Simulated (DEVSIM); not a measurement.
Structure: abrupt In0.53Ga0.47As p-n junction, at 300 K.

```
layer (left to right)        material  thickness (μm)  Nd (cm⁻³)  Na (cm⁻³)   τn (s)   τp (s)
---------------------  --------------  --------------  ---------  ---------  -------  -------
1                      In0.53Ga0.47As            90.0          -       1e14  5.8e-10  5.8e-10
2                      In0.53Ga0.47As            88.0     7.1e15          -  5.8e-10  5.8e-10
```

Left contact: ohmic. Right contact: ohmic. Voltage is applied to the left contact. Recombination: SRH at mid-gap, radiative, Auger. Mobility is constant in doping.

Constants are typed, rounded textbook-type inputs, not results; the design itself was drawn at random and stands for no fabricated device. Values at 300 K.

| parameter | In0.53Ga0.47As |
|---|---|
| gap (eV) | 0.74 |
| affinity (eV) | 4.51 |
| permittivity | 13.9 |
| Nc (cm⁻³) | 2.1e17 |
| Nv (cm⁻³) | 7.7e18 |
| μn (cm²/Vs) | 12000 |
| μp (cm²/Vs) | 300 |
| B (cm³/s) | 9.6e-11 |
| Cn (cm⁶/s) | 5e-29 |
| Cp (cm⁶/s) | 5e-29 |

DEVSIM, 1D drift-diffusion, Boltzmann statistics, complete ionisation; no tunnelling, impact ionisation, image-force lowering or self-heating.

Question: Tabulate band edges, carrier densities and field at -2.0 V on the left contact.

Answer: Energies count from the Fermi level of the right contact; mesh points crowd at the junctions.

| x (μm) | Ec (eV) | Ev (eV) | n (cm⁻³) | p (cm⁻³) | field (V/cm) |
|---|---|---|---|---|---|
| 0.000 | 2.449 | 1.709 | 6.0e9 | 1.0e14 | ≈ 0 |
| 0.06459 | 2.449 | 1.709 | 6.0e9 | 1.0e14 | ≈ 0 |
| 0.3029 | 2.449 | 1.709 | 6.0e9 | 1.0e14 | ≈ 0 |
| 1.233 | 2.448 | 1.708 | 6.0e9 | 1.0e14 | ≈ 0 |
| 6.949 | 2.443 | 1.703 | 6.0e9 | 1.0e14 | ≈ 0 |
| 26.78 | 2.424 | 1.684 | 6.0e9 | 1.0e14 | ≈ 0 |
| 69.28 | 2.385 | 1.645 | 5.9e9 | 1.0e14 | ≈ 0 |
| 86.44 | 2.014 | 1.274 | 2.0e9 | 2.6e11 | -2900 |
| 89.05 | 0.804 | 0.064 | 3.1e9 | 2.7e10 | -6300 |
| 89.76 | 0.323 | -0.417 | 8.0e11 | 2.1e9 | -7300 |
| 89.95 | 0.181 | -0.559 | 1.9e14 | 5.3e7 | -7600 |
| 90.02 | 0.129 | -0.611 | 1.5e15 | 1.3e7 | -6200 |
| 90.15 | 0.093 | -0.647 | 5.9e15 | 1.3e7 | -910 |
| 90.60 | 0.088 | -0.652 | 7.1e15 | 4.7e7 | ≈ 0 |
| 93.61 | 0.088 | -0.652 | 7.1e15 | 8.4e7 | ≈ 0 |
| 103.9 | 0.088 | -0.652 | 7.1e15 | 8.4e7 | ≈ 0 |
| 139.1 | 0.088 | -0.652 | 7.1e15 | 8.4e7 | ≈ 0 |
| 167.5 | 0.088 | -0.652 | 7.1e15 | 8.4e7 | ≈ 0 |
| 176.2 | 0.088 | -0.652 | 7.1e15 | 8.4e7 | ≈ 0 |
| 177.5 | 0.088 | -0.652 | 7.1e15 | 8.4e7 | ≈ 0 |
| 177.9 | 0.088 | -0.652 | 7.1e15 | 8.4e7 | ≈ 0 |
| 178.0 | 0.088 | -0.652 | 7.1e15 | 8.4e7 | ≈ 0 |
